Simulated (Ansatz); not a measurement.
Start from WS2 in the 2H-MoS2 type structure (space group P6_3/mmc, No. 194; a = 3.154 Å, c = 12.141 Å; layered, stacked along the Cartesian z axis).

Levels (all Ansatz, a quantum-chemistry and plane-wave program, PAW, earlier PAW set): PBE-D3(BJ) (420 eV, no spin-orbit coupling); r2SCAN+rVV10 (500 eV, no spin-orbit coupling).

Levels that relaxed their own cell: PBE-D3(BJ) and r2SCAN+rVV10.

| level | band gap | lattice parameter a | lattice parameter c |
|---|---|---|---|
| PBE-D3(BJ) | 0.88 eV | 3.154 Å | 12.141 Å |
| r2SCAN+rVV10 | 1.13 eV | 3.170 Å | 12.493 Å |

Measured: band gap 1.35 eV (room temperature; as listed in Carlos M. O. Bastos et al., Physical Review Materials (2019)); lattice parameter a 3.153 Å (room temperature; as listed in arXiv:1605.07067); lattice parameter c 12.323 Å (room temperature; as listed in arXiv:1605.07067).

Computed minus measured — band gap: PBE-D3(BJ) -0.47 eV, r2SCAN+rVV10 -0.22 eV (closest: r2SCAN+rVV10); lattice parameter a: PBE-D3(BJ) +0.0 %, r2SCAN+rVV10 +0.5 % (closest: PBE-D3(BJ)); lattice parameter c: PBE-D3(BJ) -1.5 %, r2SCAN+rVV10 +1.4 %. Measured values not marked as corrected hold thermal and zero-point effects that the static-lattice runs lack. A measured gap can be an optical one, lowered by exciton binding. Levels without spin-orbit coupling miss its effect on the gap.

With W present, leaving out spin-orbit coupling can change the band edges. Whether these cells are dynamically stable was not tested.
